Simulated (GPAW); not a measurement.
Band structure of InSe (P6_3/mmc, 8 atoms in the cell).

```yaml
crystal:
  lattice:
    - [4.01344, 0.00000, 0.00000]
    - [-2.00672, 3.47574, 0.00000]
    - [0.00000, 0.00000, 17.30644]
  atoms:
    - { symbol: In, position: [0.33333, 0.66667, 0.33030] }
    - { symbol: In, position: [0.66667, 0.33333, 0.66970] }
    - { symbol: In, position: [0.66667, 0.33333, 0.83030] }
    - { symbol: In, position: [0.33333, 0.66667, 0.16970] }
    - { symbol: Se, position: [0.33333, 0.66667, 0.59732] }
    - { symbol: Se, position: [0.66667, 0.33333, 0.40268] }
    - { symbol: Se, position: [0.66667, 0.33333, 0.09732] }
    - { symbol: Se, position: [0.33333, 0.66667, 0.90268] }
```

Computed with PBE, GPAW PAW datasets PBE (gpaw-data 1.0.1) (plane waves; GPAW 25.7.0).

Settings: mode = pw; ecut = 600 eV; xc = PBE; kpts = 5 5 1; mesh shift (steps) = 0 0 0; occupations.name = fermi-dirac; occupations.width = 0.05 eV; nbands = -4; convergence.forces = 0.001 eV/Å; convergence.bands = -2; symmetry.symmorphic = false; symmetry.tolerance = 0.0005; maxiter = 150; bandpath_npoints = 40.

The starting cell comes from a database of computed structures (which also holds hypothetical and non-ambient phases and stackings), without a prior relaxation at this level. Its lattice was rescaled by a random factor within 2.5 % of one.

Question: Predict the gap along the standard path and the places of the band edges.

Answer: The gap along the path is 0.58 eV, direct at Γ to within 0.01 eV.

Levels in eV from the top of the valence band on the SCF mesh, bands 35 to 42:
```
point     35     36     37     38    39    40    41    42
-----  -----  -----  -----  -----  ----  ----  ----  ----
Γ      -1.16  -1.08  -1.08   0.00  0.58  1.59  2.17  2.19
M      -2.05  -2.02  -1.82  -1.35  1.43  1.44  1.95  2.03
K      -2.00  -2.00  -1.66  -1.66  1.77  2.19  2.65  2.65
A      -1.10  -1.10  -0.74  -0.74  1.22  1.22  2.18  2.18
L      -2.07  -2.07  -1.59  -1.59  1.63  1.63  1.76  1.76
H      -2.15  -2.15  -1.56  -1.56  1.95  1.95  2.55  2.55
```
